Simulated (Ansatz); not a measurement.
Results of PBEsol in Ansatz (plane waves, PAW) for fluorite CoSi2.

Numerical settings: plane-wave cutoff 520 eV, 18×18×18 k mesh, Fermi–Dirac smearing 0.05 eV, no spin polarisation, scalar-relativistic PAW data made under PBE.

The volume scan:

| V (Å³/atom) | E − E_lowest (meV/atom) |
|---|---|
| 11.743 | 30.53 |
| 11.993 | 13.06 |
| 12.243 | 3.14 |
| 12.493 | 0.00 |
| 12.743 | 2.92 |
| 12.993 | 11.29 |
| 13.243 | 24.52 |

Problem. Estimate the bulk modulus and its pressure derivative from these points.

Solution. V0 = 12.493 Å³/atom, B0 = 194 GPa, B′ = 4.5 (fit to the energies at full precision).

Measured, for comparison: equilibrium volume per atom 12.87 Å³/atom (room temperature, not corrected to a static lattice; as tabulated in Hegde and Bowen (2014), arXiv:1405.1317). Computed (rounded) less measured: equilibrium volume per atom -3.0 %.

Static lattice: no zero-point or thermal effects.

Ansatz is a program for electronic structure.
